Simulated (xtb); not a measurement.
xtb 6.7.1, GFN2-xTB: Cc1csc(-c2ccc(-c3ccc[se]3)cc2)c1, 29 atoms. The geometry is a generated start, not checked to be a minimum at this level.

run flags: --grad
method: GFN2-xTB
--acc: 1 (default)
--etemp (K): 300 (default)
basis functions: 92
valence electrons: 84

```xyz
29

C     -5.6131     0.7098     0.2875
C     -4.4053    -0.1105    -0.1149
C     -4.5492    -1.3343    -0.6972
S     -2.8318    -1.8950    -0.9806
C     -2.1396    -0.5037    -0.3236
C     -0.7037    -0.2339    -0.2084
C     -0.1959     0.9215     0.3378
C      1.1720     1.1048     0.4124
C      2.0240     0.1310    -0.0599
C      3.4888     0.3473     0.0296
C      4.4085    -0.5592     0.4468
C      5.7052    -0.2525     0.4861
C      6.1394     0.9807     0.1076
Se     4.4915     1.8964    -0.3946
C      1.5475    -1.0323    -0.6102
C      0.1663    -1.1977    -0.6761
C     -3.1378     0.3200     0.0785
H     -5.3578     1.7884     0.3273
H     -6.3820     0.5244    -0.5089
H     -5.9480     0.3928     1.2780
H     -5.4848    -1.8268    -0.9233
H     -0.8354     1.7007     0.7154
H      1.6134     1.9961     0.8333
H      4.0468    -1.5843     0.7614
H      6.4719    -1.0063     0.8333
H      7.1904     1.3256     0.1061
H      2.2381    -1.7771    -0.9718
H     -0.2029    -2.1299    -1.1172
H     -2.9164     1.3040     0.5457
```

One run each on 1 thread. Values of broydamp tried: 0.02, 0.05, 0.1, 0.2, 0.4 (default), 0.6, 0.8, 1.

Q: How does the count of SCC iterations change with broydamp, and where is it least?

A: Fewest SCC iterations, within one of each other: 0.2 with 14, 0.4 (default) with 13, 0.6 with 14, 0.8 with 14. The count rises to 20 at 0.02. All converge to one solution.

```json
[
 {"broydamp": "0.02", "SCC iterations": "20", "end": "same solution"},
 {"broydamp": "0.05", "SCC iterations": "18", "end": "same solution"},
 {"broydamp": "0.1", "SCC iterations": "16", "end": "same solution"},
 {"broydamp": "0.2", "SCC iterations": "14", "end": "same solution"},
 {"broydamp": "0.4 (default)", "SCC iterations": "13", "end": "same solution"},
 {"broydamp": "0.6", "SCC iterations": "14", "end": "same solution"},
 {"broydamp": "0.8", "SCC iterations": "14", "end": "same solution"},
 {"broydamp": "1", "SCC iterations": "15", "end": "same solution"}
]
```
